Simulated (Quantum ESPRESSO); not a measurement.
Quantum ESPRESSO run on KVF₃ (P4mm, 5 atoms in the cell): self-consistent single point.

Method: LDA (PZ), PSlibrary PAW (LDA) pseudopotentials (plane waves; Quantum ESPRESSO).

The change in words: lattice scaled by 0.98; ecutwfc: 85 Ry → 66 Ry; pseudopotentials: {K: K.upf, V: V.upf, F: F.upf} → {K: K.pz-spn-kjpaw_psl.1.0.0.UPF, V: V.pz-spn-kjpaw_psl.1.0.0.UPF, F: F.pz-n-kjpaw_psl.1.0.0.UPF}; ecutrho: default → 792 Ry. Reference geometry:
```
KVF3
1.0
    4.15001     0.00000     0.00000
    0.00000     4.15001     0.00000
    0.00000     0.00000     4.15001
K V F
1 1 3
Direct
  0.00000   0.00000   0.01205
  0.50000   0.50000   0.50000
  0.00000   0.50000   0.50000
  0.50000   0.00000   0.50000
  0.50000   0.50000   0.00000
```
Moments meant for the start (each program seeds them in its own way; μB, in the order of the atoms K V F F F): 0.0 2.0 0.0 0.0 0.0.

Reference input (self-consistent single point, DFT, LDA (PW92), plane waves, PseudoDojo standard norm-conserving (LDA) pseudopotentials): ecutwfc = 85 Ry; occupations = smearing; smearing = fermi-dirac; degauss = 0.000734986 Ry; nspin = 2; potentials = {K: K.upf, V: V.upf, F: F.upf}; K_POINTS = automatic 2 2 2 0 0 0; conv_thr = 1e-10 Ry; mixing_beta = 0.2. This run's input differs from it in these lines:

```diff
@@ -12,3 +12,4 @@
  ntyp = 3,
- ecutwfc = 85,
+ ecutwfc = 66,
+ ecutrho = 792,
  occupations = 'smearing',
@@ -24,11 +25,11 @@
 ATOMIC_SPECIES
-K     39.0983  K.upf
-V     50.9415  V.upf
-F     18.9984  F.upf
+K     39.0983  K.pz-spn-kjpaw_psl.1.0.0.UPF
+V     50.9415  V.pz-spn-kjpaw_psl.1.0.0.UPF
+F     18.9984  F.pz-n-kjpaw_psl.1.0.0.UPF
 ATOMIC_POSITIONS bohr
-K     0.0000000000    0.0000000000    0.0944849538
-V     3.9211883226    3.9211883226    3.9211883226
-F     0.0000000000    3.9211883226    3.9211883226
-F     3.9211883226    0.0000000000    3.9211883226
-F     3.9211883226    3.9211883226    0.0000000000
+K     0.0000000000    0.0000000000    0.0925952579
+V     3.8427646885    3.8427646885    3.8427646885
+F     0.0000000000    3.8427646885    3.8427646885
+F     3.8427646885    0.0000000000    3.8427646885
+F     3.8427646885    3.8427646885    0.0000000000
 K_POINTS automatic
@@ -36,5 +37,5 @@
 CELL_PARAMETERS bohr
-   7.8423766453     0.0000000000     0.0000000000
-   0.0000000000     7.8423766453     0.0000000000
-   0.0000000000     0.0000000000     7.8423766453
+   7.6855293769     0.0000000000     0.0000000000
+   0.0000000000     7.6855293769     0.0000000000
+   0.0000000000     0.0000000000     7.6855293769
```

Log, with long lists cut:

```
     Self-consistent Calculation

     iteration #  1     ecut=    66.00 Ry     beta= 0.20

     total energy              =    -495.19357429 Ry
     estimated scf accuracy    <       0.43399977 Ry

     total magnetization       =     3.00 Bohr mag/cell
     absolute magnetization    =     3.02 Bohr mag/cell

     iteration #  2     ecut=    66.00 Ry     beta= 0.20

     total energy              =    -495.19968989 Ry
     estimated scf accuracy    <       0.11952026 Ry

     total magnetization       =     3.00 Bohr mag/cell
     absolute magnetization    =     3.02 Bohr mag/cell

     iteration #  3     ecut=    66.00 Ry     beta= 0.20

   [... lines left out ...]

     iteration #  6     ecut=    66.00 Ry     beta= 0.20

     negative rho (up, down):  0.000E+00 5.737E-06

     total energy              =    -495.22042430 Ry
     estimated scf accuracy    <       0.00009074 Ry

     total magnetization       =     3.00 Bohr mag/cell
     absolute magnetization    =     3.03 Bohr mag/cell

     iteration #  7     ecut=    66.00 Ry     beta= 0.20

 %%%%%%%%%%%%%%%%%%%%%%%%%%%%%%%%%%%%%%%%%%%%%%%%%%%%%%%%%%%%%%%%%%%%%%%%%%%%%%
     Error in routine cdiaghg (100):
     S matrix not positive definite
 %%%%%%%%%%%%%%%%%%%%%%%%%%%%%%%%%%%%%%%%%%%%%%%%%%%%%%%%%%%%%%%%%%%%%%%%%%%%%%

     stopping ...
```

The program stopped with an error at about iteration 7. 

The starting cell comes from a database of computed structures (which also holds hypothetical and non-ambient phases and stackings), without a prior relaxation at this level. Its lattice was rescaled by up to half a per cent. One atom was moved a little off its site on purpose. For this run, on top of that: lattice scaled by 0.98.

Cost on one core of a shared machine: roughly 40 s.
